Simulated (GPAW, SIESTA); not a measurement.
A GPAW input for a self-consistent single point of NbPd2 (Immm, 3 atoms in the cell) (DFT PBEsol, plane waves, GPAW PAW datasets PBEsol (made by gpaw-setup)):

```python
from ase import Atoms
from ase.units import GPa
from gpaw import GPAW, PW

atoms = Atoms(['Nb', 'Pd', 'Pd'],
              cell=[[-1.428389, 1.987279, 4.252541],
                    [1.428389, -1.987279, 4.252541],
                    [1.428389, 1.987279, -4.252541]],
              scaled_positions=[[0.000000, 0.000000, 0.000000],
                                [0.666580, 0.666580, 0.000000],
                                [0.333420, 0.333420, 0.000000]],
              pbc=True)

calc = GPAW(mode=PW(550),
            xc='PBEsol',
            kpts=(9, 9, 9),
            occupations={'name': 'methfessel-paxton', 'width': 0.05, 'order': 0},
            nbands=-7,
            symmetry={'symmorphic': False, 'tolerance': 0.0005},
            maxiter=120,
            txt='-')

atoms.calc = calc

energy = atoms.get_potential_energy()
print('Energy (eV):', round(energy, 6))
forces = atoms.get_forces()
print('Forces (eV/Ang):')
print(forces.round(5))
stress = atoms.get_stress()
print('Stress (GPa, Voigt):', (stress / GPa).round(4))
```

Problem. Translate this input to SIESTA.

Solution. This is the input that was run; spellings and numerical settings could be chosen otherwise.

```
# files in the folder: Nb.psml Pd.psml (PseudoDojo PBEsol standard)
SystemName  NbPd2
SystemLabel nbpd2

NumberOfAtoms                3
NumberOfSpecies              2
%block ChemicalSpeciesLabel
  1 41 Nb
  2 46 Pd
%endblock ChemicalSpeciesLabel
LatticeConstant              1.0 Ang
%block LatticeVectors
    -1.428389000    1.987279000    4.252541000
     1.428389000   -1.987279000    4.252541000
     1.428389000    1.987279000   -4.252541000
%endblock LatticeVectors
AtomicCoordinatesFormat      ScaledCartesian
%block AtomicCoordinatesAndAtomicSpecies
     0.000000000    0.000000000    0.000000000  1
     0.000000000    0.000000000    5.669317560  2
     0.000000000   -0.000000000    2.835764440  2
%endblock AtomicCoordinatesAndAtomicSpecies

XC.functional                GGA
XC.authors                   PBEsol
PAO.BasisSize                TZP
PAO.EnergyShift              0.01 Ry
MeshCutoff                   400 Ry
%block kgrid.MonkhorstPack
    9   0   0  0.0
    0   9   0  0.0
    0   0   9  0.0
%endblock kgrid.MonkhorstPack
OccupationFunction           MP
OccupationMPOrder            0
ElectronicTemperature        50.0 meV

MaxSCFIterations             150
SCF.Mixer.Method             Broyden
SCF.Mixer.Weight             0.2
SCF.Mixer.History            8
SCF.DM.Tolerance             1.0E-04
Diag.ParallelOverK           true
WriteForces                  true
Charge.Mulliken              end
```

Basis settings and potentials, where a program has them, do not carry over. This input uses DFT, GGA PBEsol, numerical atomic orbitals TZP, PseudoDojo PBEsol standard norm-conserving potentials (rewritten from UPF to PSML).

The starting cell comes from a database of computed structures (which also holds hypothetical and non-ambient phases and stackings), without a prior relaxation at this level. Its lattice was rescaled by a random factor within 2.5 % of one.
